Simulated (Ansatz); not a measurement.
Consider SnO in the litharge type structure (space group P4/nmm, No. 129; layered, stacked along the Cartesian z axis).

```
SnO
1.0
    3.79339     0.00000     0.00000
    0.00000     3.79339     0.00000
    0.00000     0.00000     4.76431
Sn O
2 2
Cartesian
  1.89669   0.00000   1.14624
  0.00000   1.89669   3.61808
  0.00000   0.00000   0.00000
  1.89669   1.89669   0.00000
```

Method: r2SCAN+rVV10, PAW, 500 eV (Ansatz, a program for electronic structure; no spin-orbit coupling).

For the base:

| Property | Value |
|---|---|
| Band gap | zero |
| Gap character | absent |
| c/a ratio | 1.256 |
| Density | 6.53 g/cm³ |

One thing is altered: hydrostatic tension (pressure −2 GPa).

What does the calculation give for the band gap after the change?

The band gap becomes 0.80 eV (base: zero).

Predict the new gap character.

The gap character becomes indirect, Γ → M (base: absent).

What happens to the c/a ratio?

The c/a ratio increases by 0.112 to 1.368.

Predict the new density.

The density shrinks by 0.642 g/cm³, from 6.53 g/cm³ to 5.88 g/cm³.

Load acts through the strain it causes; cell and atoms are relaxed under it. Whether these cells are dynamically stable was not tested. The final runs are not spin-polarised. A zero or small gap of SnO can be the functional's error rather than a property of the material.
